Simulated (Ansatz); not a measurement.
Results of PBEsol (PAW; Ansatz, a first-principles code) for Tb5Si3 (P6₃/mcm, No. 193).

Run with plane-wave cutoff 500 eV, 6×6×6 k mesh, Fermi–Dirac smearing 0.05 eV, spin-polarised start, scalar-relativistic PAW data made under PBE.

Computed at the level's own relaxed cell.

Task: Predict the equilibrium volume per atom, lattice constant a and lattice parameter c.

Result: 
- equilibrium volume per atom: 23.47 Å³/atom
- lattice constant a: 8.378 Å
- lattice parameter c: 6.177 Å

The run finds no gap.

Note: the magnetic order was assumed, not searched for or taken from measurement; the 4f shell is treated without U or exact exchange, so its levels and filling can be wrong.

Spin–orbit coupling is not included.

Static lattice: no zero-point or thermal effects.
